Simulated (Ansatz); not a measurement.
AlCl₃ (C2/m, No. 12) was calculated with dielectric-dependent PBEsol hybrid in Ansatz (PAW).

Settings: plane-wave cutoff 460 eV, 4×4×4 k mesh, Fermi–Dirac smearing 0.01 eV, scalar-relativistic PAW data made under PBE.

Cell (measured lattice):

```xyz
8
Lattice="2.9570 -5.1170 0.0000 2.9570 5.1170 0.0000 -1.9253 0.0000 5.8388" Properties=species:S:1:pos:R:3 pbc="T T T"
Cl    -0.0247     1.8287     4.5262
Cl     4.0133     1.8287     1.3126
Cl     4.0133    -1.8287     1.3126
Cl    -0.0247    -1.8287     4.5262
Cl     0.8340     0.0000     1.3213
Cl     3.1546     0.0000     4.5174
Al     2.9570    -3.4161     0.0000
Al     2.9570     3.4161     0.0000
```

### Question
Give the computed band gap, smallest direct gap on the k points sampled and direct gap at Γ.

### Answer

band gap: 7.97 eV (on the SCF k mesh) (indirect)
smallest direct gap on the k points sampled: 8.06 eV
direct gap at Γ: 8.37 eV

Note: cell and atoms aren't relaxed at this level (pressure -0.4 GPa).

Static lattice: no zero-point or thermal effects.

It cost very roughly 9 core-minutes of CPU time.

Ansatz is an electronic-structure program.
